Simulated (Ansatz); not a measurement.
Cell and atoms of amorphous Si$_{36}$Ge$_{12}$:

```xyz
48
Lattice="10.4282 0.2293 -0.1035 0.2293 9.7316 0.0008 -0.1035 0.0008 10.5201" Properties=species:S:1:pos:R:3 pbc="T T T"
Si     9.5914     3.9246     8.8286
Si     8.2756     3.4223     5.0983
Si     3.0368     6.9921     6.1094
Si     4.3303     3.5363     1.7460
Si     3.0094     3.6771    10.2420
Si     1.6798     8.8836     2.9891
Si     4.4017     5.0408     8.8575
Si     9.6314     7.4066     6.9930
Si     3.7460     7.2835     8.3615
Si     5.1735     1.3558     2.0352
Si     5.0450     3.5546     7.1053
Si     8.0203     1.1673     6.0178
Si     5.0919     7.0298     2.4791
Si     2.8646     9.1056     5.0167
Si     9.3044     0.3896     0.7815
Si     4.6458     0.6132     4.3655
Si    10.1978     9.7906     7.0676
Si     7.5344     2.9587     9.5141
Si     7.0118     9.3183     4.7229
Si     0.2973     6.3269     0.2435
Si     7.7493     7.1748     5.6152
Si     1.1022     5.0267     3.7090
Si     4.1409     0.2381     0.2465
Si     3.2542     8.2287     1.3506
Si     6.6178     5.1401     9.7741
Si     8.1858     4.1690     2.7714
Si     8.7977     6.2422     9.0568
Si     7.0375     8.3469     2.4931
Si     3.6733     2.5594     5.4392
Si     0.8886     5.7403     6.0307
Si     3.3031     4.1951     3.7691
Si     1.8930     7.7786     9.8839
Si     4.6110     5.9670     4.5572
Si     6.1635     5.0602     1.5773
Si     0.8387     4.0388     0.1782
Si     0.3617     6.9314     2.5618
Ge     6.3964     1.5888     7.8552
Ge     8.5542     6.6370     3.3319
Ge     6.5337     5.0626     5.8680
Ge    10.0459     1.0274     3.0604
Ge     2.4926     1.4729     9.2051
Ge     7.4865     1.9651     1.2394
Ge    10.4096     3.6696     6.5029
Ge     7.7987     8.5596     0.1787
Ge     0.3299     0.1478     9.5073
Ge     0.0773     3.2087     2.3602
Ge     1.7543     1.3140     6.5733
Ge     5.6542     9.0890     9.0038
```

Level of theory: PBE, scalar-relativistic without spin-orbit coupling (plane waves to 420 eV, PAW; Ansatz, an electronic-structure program).

Preparation: random packing, a CHGNet melt and quench, and a DFT relaxation. The hot cell started wider than the set density and was brought back towards it in steps. It is the lowest in DFT energy of 2 quenches. It is a model cell: composition and starting density were chosen by hand, and all elements were melted together. No dispersion term was used. Its density started from a set value of 2.93 and ended at 2.93 g/cm³. Cooling (nominally 52 K/ps over its main leg) ran many orders faster than in experiment, which tends to leave more defects and strain. Values belong to this one cell and scatter from quench to quench. The volume was held where the preparation left it and the shape relaxed, at a PBE pressure of -2.7 GPa (tension). Stress components on the final sampling reach 2.8 GPa. On a 2×2×2 Γ-centred mesh force components of up to 0.22 eV/Å stay, since the relaxation ran on one k-point at (1/4, 1/4, 1/4).

Cut-offs for bonds: Si-Si 2.70 Å, Si-Ge 2.80 Å, Ge-Ge 2.85 Å.

Give the coordination numbers, mean bond lengths and angles.


```
Item                                                   Result
-----------------------  ------------------------------------
Mean coordination of Si            4.03 (35 with 4, 1 with 5)
Mean coordination of Ge   3.92 (2 with 3, 9 with 4, 1 with 5)
Mean Si-Si bond          2.407 Å (spread 0.050 Å, 55 counted)
Mean Si-Ge bond          2.508 Å (spread 0.084 Å, 35 counted)
Mean Ge-Ge bond           2.673 Å (spread 0.079 Å, 6 counted)
Bond angle at Si                    mean 108.9°, spread 13.2°
Bond angle at Ge                    mean 108.3°, spread 16.9°
```

Which atoms depart from the most common coordination of their element?

Si26 has 5 (Si2 2.45 Å, Ge46 2.49 Å, Si34 2.51 Å, Ge38 2.56 Å, Ge42 2.77 Å); Ge40 has 3 (Si6 2.47 Å, Si15 2.48 Å, Ge46 2.58 Å); Ge44 has 3 (Si15 2.41 Å, Si28 2.45 Å, Ge48 2.71 Å); Ge47 has 5 (Si29 2.55 Å, Si14 2.64 Å, Si17 2.73 Å, Ge41 2.74 Å, Ge43 2.77 Å).
